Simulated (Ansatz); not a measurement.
Input:

```yaml
crystal:
  lattice:
    - [3.53745, 0.00000, 0.00000]
    - [-1.76872, 3.06352, 0.00000]
    - [0.00000, 0.00000, 11.71897]
  atoms:
    - { symbol: Sn, position: [0.33333, 0.66667, 0.25000] }
    - { symbol: Sn, position: [0.66667, 0.33333, 0.75000] }
    - { symbol: S, position: [0.33333, 0.66667, 0.61207] }
    - { symbol: S, position: [0.66667, 0.33333, 0.11207] }
    - { symbol: S, position: [0.66667, 0.33333, 0.38793] }
    - { symbol: S, position: [0.33333, 0.66667, 0.88793] }
```

No spin polarisation.

Level of theory: PBE-D3(BJ) (Ansatz, a program for electronic structure, PAW, no spin-orbit coupling), earlier PAW set. Settings: 15×15×4 k-points, 0.05 eV Fermi–Dirac smearing.

Q: Estimate the pressure (mean of the normal stresses, compression positive).

A: 2.4 GPa.

Q: Predict the space group.

A: P6_3/mmc (No. 194).

Q: Predict the band gap.

A: Zero.

The cells carry an imposed strain or load. No phonon test of stability was made. All final runs are without spin polarisation. The cell was made from SnS₂ in the 2H-MoS2 type structure (space group P6_3/mmc, No. 194; a hypothetical phase, not in the database extracts checked; layered, stacked along the Cartesian z axis) by this change: isotropic strain −1.43 %. A zero or small gap of SnS2 can be the functional's error rather than a property of the material.
